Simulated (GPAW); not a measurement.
Band structure of LuB₂Ru₃ (P6/mmm, 6 atoms in the cell).

```yaml
crystal:
  lattice:
    - [5.43879, 0.00000, 0.00000]
    - [-2.71940, 4.71013, 0.00000]
    - [0.00000, 0.00000, 3.01059]
  atoms:
    - { symbol: Lu, position: [0.00000, 0.00000, 0.00000] }
    - { symbol: B, position: [0.66667, 0.33333, 0.00000] }
    - { symbol: B, position: [0.33333, 0.66667, 0.00000] }
    - { symbol: Ru, position: [0.50000, 0.00000, 0.50000] }
    - { symbol: Ru, position: [0.50000, 0.50000, 0.50000] }
    - { symbol: Ru, position: [0.00000, 0.50000, 0.50000] }
```

Method: LDA (Perdew-Wang 92), GPAW PAW datasets LDA (gpaw-data 1.0.1) (plane waves; GPAW).

Settings: mode = pw; ecut = 950 eV; xc = LDA; kpts = 6 6 9; mesh shift (steps) = 0 0 0; occupations.name = methfessel-paxton; occupations.width = 0.272 eV; occupations.order = 0; nbands = -10; convergence.density = 1e-05 e/electron; symmetry.symmorphic = false; symmetry.tolerance = 0.0005; maxiter = 100; bandpath_npoints = 40.

The starting cell comes from a database of computed structures (which also holds hypothetical and non-ambient phases and stackings), without a prior relaxation at this level. Spin-orbit coupling is off. Spin polarisation is off.

Levels in eV from the Fermi level, bands 36 to 43:
| point | 36 | 37 | 38 | 39 | 40 | 41 | 42 | 43 |
|---|---|---|---|---|---|---|---|---|
| Γ | -0.74 | -0.73 | -0.73 | 0.14 | 0.14 | 0.45 | 1.23 | 1.95 |
| M | -1.43 | -0.87 | -0.73 | -0.71 | -0.39 | 0.32 | 0.74 | 2.46 |
| K | -1.99 | -0.90 | -0.43 | -0.34 | -0.34 | -0.08 | 0.89 | 2.54 |
| A | -1.40 | -0.71 | -0.08 | -0.08 | 0.00 | 0.00 | 1.13 | 1.36 |
| L | -1.41 | -1.39 | -0.26 | -0.05 | 1.05 | 1.06 | 1.35 | 1.49 |
| H | -0.58 | -0.58 | -0.55 | -0.55 | 0.71 | 1.15 | 1.15 | 1.29 |

Bands cross the Fermi level along this path, so the cell is metallic at this level.
